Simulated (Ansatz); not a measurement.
Worked example: relaxation of cell and atoms of Rh2CuTe4 (Fd-3m, 14 atoms in the cell) in Ansatz (an electronic-structure program).

Method of the run: PBE-D3BJ (plane waves, PAW; Ansatz).

```
Cu(Te2Rh)2
1.0
    0.00000     5.42845     5.42845
    5.42845     0.00000     5.42845
    5.42845     5.42845     0.00000
Rh Cu Te
4 2 8
Direct
  0.12500   0.12500   0.12500
  0.62500   0.12500   0.12500
  0.12500   0.62500   0.12500
  0.12500   0.12500   0.62500
  0.75000   0.75000   0.75000
  0.50000   0.50000   0.50000
  0.36260   0.36260   0.36260
  0.91220   0.36260   0.36260
  0.36260   0.91220   0.36260
  0.36260   0.36260   0.91220
  0.88740   0.88740   0.88740
  0.33780   0.88740   0.88740
  0.88740   0.33780   0.88740
  0.88740   0.88740   0.33780
```

Reference input (self-consistent single point, DFT, PBE, plane waves, default PAW files): basis.ecutwfc = 420 eV; kpoints.mp_grid.grid = 3 3 3; hamiltonian.xc = pbe; hamiltonian.pseudopotentials = {kind: paw} (the program's default PAW files); scf.occupations.method = fermi_dirac; scf.occupations.width = 0.1 eV. This run's input differs from it in these lines:

```diff
@@ -26,2 +26,3 @@
   xc: pbe
+  dispersion: d3bj
   pseudopotentials: { kind: paw }
@@ -29,2 +30,4 @@
   occupations: { method: fermi_dirac, width: 0.1 }
+relax:
+  cell: {}
 output:
```

Output (repeated stretches shortened):

```
   [... SCF lines of the steps left out ...]
relax step   1: F+E_penalty+E_count = -94712.73996752 eV  Δ(F+E_penalty+E_count) = +0.000e0 eV  max|allowed force component| = 6.823e-1 eV/Å  Δτ_max = 0.0000 Å  P = +4.868 GPa  Ω = 319.932 Å³  (7 SCF iters, dr2 threshold 1.00e-7 eV, accepted)
relax step   2: F+E_penalty+E_count = -94712.47487760 eV  Δ(F+E_penalty+E_count) = +2.651e-1 eV  max|allowed force component| = 7.214e-1 eV/Å  Δτ_max = 0.1312 Å  P = -5.245 GPa  Ω = 343.505 Å³  energy of the carried Pulay correction = -7.730e-3 eV  [...]
   [... lines left out ...]
relax step   5: F+E_penalty+E_count = -94713.13126586 eV  Δ(F+E_penalty+E_count) = -2.708e-4 eV  max|allowed force component| = 5.199e-4 eV/Å  Δτ_max = 0.0000 Å  P = -0.000 GPa  Ω = 328.299 Å³  energy of the carried Pulay correction = -2.808e-3 eV  [...]
relax step   6: F+E_penalty+E_count = -94713.13387832 eV  Δ(F+E_penalty+E_count) = -2.612e-3 eV  max|allowed force component| = 4.863e-4 eV/Å  Δτ_max = 0.0000 Å  P = -0.005 GPa  Ω = 328.299 Å³  stress off target by 5.36e-3 GPa  SCF on the basis [...]
basis re-selected at this cell: Δ(F+E_penalty+E_count) = -2.612e-3 eV, ΔP = -0.005 GPa vs the last step
the relaxation is at rest under the 48 symmetry operations that the run kept from its start: a minimum is not shown …
Free energy (F): -94713.133878 eV
Internal energy: -94712.939086 eV  (E = F + TS)
E sigma→0 (E₀):  -94713.036482 eV
Entropy (-TS):   -0.194793 eV (-13.914 meV/atom)
Fermi energy:    12.504552 eV
--- Forces (eV/Å), atoms counted from 1 ---
  atom   1  Rh    -0.00000000     0.00000000     0.00000000
   [... lines left out ...]
  cell:  # Å, volume = 328.2991 Å³
   [... lines left out ...]
    - { symbol: Te, position: [0.8842498898355865, 0.8842498898355865, 0.8842498898355865] }
    - { symbol: Te, position: [0.3472503304932403, 0.8842498898355865, 0.8842498898355866] }
    - { symbol: Te, position: [0.8842498898355865, 0.3472503304932403, 0.8842498898355866] }
    - { symbol: Te, position: [0.8842498898355865, 0.8842498898355865, 0.3472503304932403] }
```

The run converged. 

Summary of the result:
- Free energy E − TS (on the zero of these files): -94713.1339 eV
- Fermi level (on the code's own zero): 12.50 eV
- Pressure: -0.01 GPa
- Dispersion energy: -6.941 eV
- Final cell: a = 7.7433 Å, b = 7.7433 Å, c = 7.7433 Å, α = 60.00°, β = 60.00°, γ = 60.00°
- Final volume per atom: 23.45 Å³
- Relaxation steps: 6

The starting cell was generated: these elements placed on a structure prototype, without a prior relaxation; it need not be a known phase or ordering of this composition. Its lattice was rescaled by a random factor within 2.5 % of one. Spin polarisation is off. The relaxation keeps the symmetry of its start, so its end need not be a minimum. Ansatz's pressure includes its estimate of the finite-basis (Pulay) stress.

Cost on one core of a shared machine: roughly 70 s.

Keys are those of Ansatz 0.2.
